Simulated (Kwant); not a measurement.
System: wire with a side stub in a Si two-dimensional gas. Effective mass 0.19 mₑ, grid spacing 15 nm, hard walls, nominal width 300 nm (19 grid rows, so walls 300 nm apart), one parabolic valley, scattering region 900 nm long along x; energies count from the band bottom; Fermi energy swept from 1.7592e-05 to 0.00020891 eV. Closed stub on one side, 300 nm wide and 320 nm deep.

Constants are typed, rounded textbook-type inputs, not results; the design itself was drawn at random and stands for no fabricated device.

Computed with Kwant: effective-mass tight-binding model on a square grid, one spin, coherent transport at 0 K. Conductance is in e²/h.

Q: How many channels do the leads carry at E = 0.108, 0.132, 0.162 meV?

A: The hard-wall thresholds are n² ħ²π²/(2mW²) = n² × 0.0220 meV with W = 300 nm. √(0.108/0.0220) = 2.21, so 2. √(0.132/0.0220) = 2.45, so 2. √(0.162/0.0220) = 2.72, so 2.
